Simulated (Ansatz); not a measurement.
The reference is TlBiS$_{2}$ (space group R-3m, No. 166; a = 4.085 Å, c = 21.696 Å (hexagonal axes)). Axes: x lies along a and z along c of the hexagonal cell.

Computed with Ansatz (a program for electronic structure) PBEsol, no spin-orbit coupling.

Strains are applied to the cell and any free atomic positions relax.

One change was made to it. Results:

The energy rises by 6.7 meV/atom; the pressure (mean of the normal stresses, compression positive) goes from zero to 1.6 GPa; the band gap changes from 0.15 eV to zero; the largest internal atomic displacement comes out as 0.024 Å; the shortest interatomic distance decreases by 0.027 Å, from 2.830 Å to 2.803 Å.

What was done to the base?
A) uniaxial strain ε_xx = −3.00 %
B) uniaxial strain ε_xx = −2.40 %
C) uniaxial strain ε_xx = −1.80 %

A, uniaxial strain ε_xx = −3.00 %. For comparison, the band gap in the other runs: uniaxial strain ε_xx = −2.40 % gives 0.07 eV; uniaxial strain ε_xx = −1.80 % gives 0.12 eV.

Spin-orbit coupling, missing from the scalar runs, can matter with Bi and Tl. Whether these cells are dynamically stable was not tested. All final runs are without spin polarisation. Gaps under 0.05 eV, about the width of the smearing, are given as zero. The zero or small gap of TlBiS2 can change with the level of theory.
